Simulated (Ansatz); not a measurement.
## Pressure series in hypothetical zinc blende NaCl

The parent structure is NaCl in the zinc blende structure (space group F-43m, No. 216; a hypothetical phase, not in the database extracts checked).

```cif
data_Cl4Na4
_chemical_formula_sum 'Cl4 Na4'
_space_group_name_H-M_alt 'F-43m'
_space_group_IT_number 216
_space_group_name_Hall 'F -4 2 3'
_cell_length_a 6.17832
_cell_length_b 6.17832
_cell_length_c 6.17832
_cell_angle_alpha 90.000
_cell_angle_beta 90.000
_cell_angle_gamma 90.000
loop_
_atom_site_label
_atom_site_type_symbol
_atom_site_symmetry_multiplicity
_atom_site_Wyckoff_symbol
_atom_site_fract_x
_atom_site_fract_y
_atom_site_fract_z
_atom_site_occupancy
Cl1 Cl 4 d 0.75000 0.75000 0.75000 1
Na1 Na 4 a 0.00000 0.00000 0.00000 1
```
(The calculation used a cell of 2 atoms; values per cell refer to that cell.)

Cell and atoms are relaxed at each pressure.

All numbers come from PBEsol (Ansatz, an electronic-structure program; PAW; 420 eV plane waves; scalar-relativistic without spin-orbit coupling).

Two rows of this table had their results exchanged by mistake.

| pressure | volume per atom (Å³) | shortest distance (Å) | band gap |
|---|---|---|---|
| pressure −2 GPa | 34.75 | 2.826 | 4.52 eV |
| pressure −1 GPa | 24.80 | 2.526 | 5.23 eV |
| pressure 0.9 GPa | 28.16 | 2.635 | 4.94 eV |
| pressure 2.1 GPa | 26.78 | 2.591 | 5.05 eV |
| pressure 4.5 GPa | 31.50 | 2.735 | 4.70 eV |
| pressure 9 GPa | 22.42 | 2.442 | 5.49 eV |
| pressure 15 GPa | 20.41 | 2.367 | 5.76 eV |
| pressure 30 GPa | 17.54 | 2.250 | 6.27 eV |

Question: Which two?

Answer: The rows for pressure −1 GPa and pressure 4.5 GPa: the volume has to fall steadily with pressure, so 31.50 Å³ belongs to pressure −1 GPa and 24.80 Å³ to pressure 4.5 GPa.

Load acts through the strain it causes; cell and atoms are relaxed under it. Stability against distortions was not tested. No other phases were tried under pressure.
